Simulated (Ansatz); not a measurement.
**InP: response to strain**

Start from InP in the zinc blende structure (space group F-43m, No. 216; a = 5.960 Å).

Strains are applied to the cell and any free atomic positions relax.

The values are results of Kohn–Sham DFT with the PBE functional, run in Ansatz (a quantum-chemistry and plane-wave program) with PAW and 420 eV plane waves, spin-orbit coupling left out, not measurements.

Notes on the quantities. energy relative to the base: free energy F.

```tsv
change	pressure	band gap	volume per atom	energy relative to the base
base	0.00 GPa	0.44 eV	26.46 Å³	0 meV/atom
isotropic strain −2.50 %	5.39 GPa	0.86 eV	24.52 Å³	+30 meV/atom
isotropic strain −1.50 %	3.00 GPa	0.69 eV	25.28 Å³	+10 meV/atom
isotropic strain −0.50 %	0.92 GPa	0.52 eV	26.06 Å³	+1.1 meV/atom
isotropic strain +0.50 %	-0.86 GPa	0.36 eV	26.86 Å³	+1.1 meV/atom
isotropic strain +1.00 %	-1.65 GPa	0.28 eV	27.26 Å³	+4.3 meV/atom
isotropic strain +1.50 %	-2.38 GPa	0.20 eV	27.67 Å³	+9.4 meV/atom
isotropic strain +2.00 %	-3.06 GPa	0.12 eV	28.08 Å³	+16 meV/atom
isotropic strain +2.50 %	-3.7 GPa	zero	28.49 Å³	+25 meV/atom
isotropic strain +3.00 %	-4.2 GPa	zero	28.91 Å³	+35 meV/atom
```

No phonon test of stability was made. The final runs are not spin-polarised. Gaps under 0.05 eV, about the width of the smearing, are given as zero. The zero or small gap of InP under isotropic strain +1.00 %, InP under isotropic strain +1.50 %, InP under isotropic strain +2.00 % and InP under isotropic strain +2.50 % can change with the level of theory.
